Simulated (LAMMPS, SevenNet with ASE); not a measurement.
Au (fcc) at 300 K and zero pressure, started from the crystal, with several potentials, in cells of their own sizes.

Interatomic potentials used:
- EAM-type universal-3 set of Foiles, Baskes and Daw: classical MD, pair style eam, the elements' _u3.eam files (universal-3 set of Foiles, Baskes and Daw) (LAMMPS); Foiles et al, Phys Rev B, 33, 7983 (1986)
- MEAM library.meam-Au: classical MD, pair style meam, file library.meam (library.meam-Au) (LAMMPS); Baskes, Phys Rev B, 46, 2727-2742 (1992)
- SevenNet-0: machine-learned potential SevenNet-0 (11 Jul 2024), trained on MPtrj (PBE and PBE+U) (SevenNet with ASE)

```csv
potential,state,volume,first peak of g(r),coordination number,mean phonon frequency
"EAM-type universal-3 set of Foiles, Baskes and Daw",crystal; no diffusion seen in 30 ps,17.1688 ± 0.0001 Å³/atom,"2.88 Å, height 6.9",12.0 (counted to 3.50 Å),2.3 THz
MEAM library.meam-Au,crystal; no diffusion seen in 30 ps,16.9624 ± 0.0004 Å³/atom,"2.88 Å, height 7.6",12.0 (counted to 3.46 Å),2.6 THz
SevenNet-0,crystal; no diffusion seen in 20 ps,18.592 ± 0.004 Å³/atom,"2.94 Å, height 5.7",12.0 (counted to 3.62 Å),2.0 THz
```

Caution: the potential MEAM library.meam-Au is a first-neighbour MEAM set with a 4 Å cutoff, used here without a parameter file and away from the static properties it was fitted to.

Caution (row SevenNet-0): the cell's angles are held, and a cubic cell stays cubic.

States go by the mean squared displacement: a species diffuses where it passes 1.5 Å², still rises and gives D over 1e-6 cm²/s; a crystal has left its structure where atoms lie 0.35 Å off their sites on average or a cubic box changes its shape by 3 %, or the axial ratios of another lie 8 % off the starting cell's, which the potential's own relaxation can also do.

The ± values are statistical; the model's systematic error is not in them.
